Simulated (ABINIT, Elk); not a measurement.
An ABINIT input for a self-consistent single point of PtAl2 (Fm-3m, 3 atoms in the cell) (DFT, PBE, plane waves, PAW (JTH v2.0 PBE PAW)):

```
# PtAl2, JTH v2.0 PBE PAW
pp_dirpath "./"
pseudos "Al.GGA_PBE-JTH.xml, Pt.GGA_PBE-JTH.xml"
acell 3*1.0
rprim
         0.0000000000    5.4522094689    5.4522094689
         5.4522094689    0.0000000000    5.4522094689
         5.4522094689    5.4522094689    0.0000000000
natom 3
ntypat 2
znucl 13 78
typat 1 1 2
xcart
         1.4425925000    1.4425925000    1.4425925000
         4.3277775000    4.3277775000    4.3277775000
         0.0000000000    0.0000000000    0.0000000000
      Angstrom
ecut 571 eV
pawecutdg 1143 eV
pawxcdev 0
occopt 3
tsmear 0.00499791
nband 13
kptopt 1
ngkpt 8 8 8
nshiftk 1
shiftk 0 0 0
nstep 60
tolvrs 1.0e-11
prtwf 0
prtden 0
enunit 2
```

Question: Give the Elk input for the same structure, mesh, smearing and functional.

Answer: One input that does it (others would too):

```
tasks
  0

xctype
  20

rgkmax
  8.0

gmaxvr
  16.0

nxoapwlo
  1

rmtscf
  0.9

swidth
  0.00499791

maxscl
  100

avec
    0.0000000000    5.4522094689    5.4522094689
    5.4522094689    0.0000000000    5.4522094689
    5.4522094689    5.4522094689    0.0000000000

atoms
  2
  'Al.in'
  2
  0.2500000000  0.2500000000  0.2500000000    0.0 0.0 0.0
  0.7500000000  0.7500000000  0.7500000000    0.0 0.0 0.0
  'Pt.in'
  1
  0.0000000000  0.0000000000  0.0000000000    0.0 0.0 0.0

ngridk
  8 8 8
```

Basis settings and potentials, where a program has them, do not carry over. This input uses DFT, PBE, all-electron FP-LAPW, Elk's shipped species files, LAPW+lo basis.

The starting cell has typed, rounded lattice constants, without a prior relaxation at this level. Its lattice was rescaled by a random factor within 2.5 % of one. For this run, on top of that: lattice scaled by 0.98.
